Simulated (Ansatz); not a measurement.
**HgTe under a change: pressure 15 GPa**

Base system: HgTe in the zinc blende structure (space group F-43m, No. 216; a = 6.573 Å).

Now apply this change: cell and atoms relaxed at a pressure of 15 GPa.

Level of theory: plane-wave PAW DFT at the r2SCAN level (Ansatz, an electronic-structure program, 500 eV), scalar-relativistic without spin-orbit coupling, earlier PAW set. Γ-centred 12×12×12 mesh, Fermi–Dirac width 0.05 eV.

The volume per atom decreases by 6.91 Å³, from 35.50 Å³ to 28.59 Å³ and the density goes up by 1.86 g/cm³ (7.67 g/cm³ → 9.53 g/cm³). The shortest interatomic distance falls by 0.198 Å, from 2.846 Å to 2.648 Å and the enthalpy H = E + PV relative to the base's energy is +2.94 eV/atom. The band gap becomes 0.05 eV (base: zero) (uncertain: the Fermi level lies in a band; the changed cell).

With Hg and Te present, leaving out spin-orbit coupling can change the band edges. Load acts through the strain it causes; cell and atoms are relaxed under it. Stability against distortions was not tested. Tetrahedral semiconductors of this kind turn to denser phases somewhere between about 1 and 50 GPa; those were not computed, so compressed cells here can lie past the real transition. The final runs are not spin-polarised. The zero or small gap of HgTe can change with the level of theory.
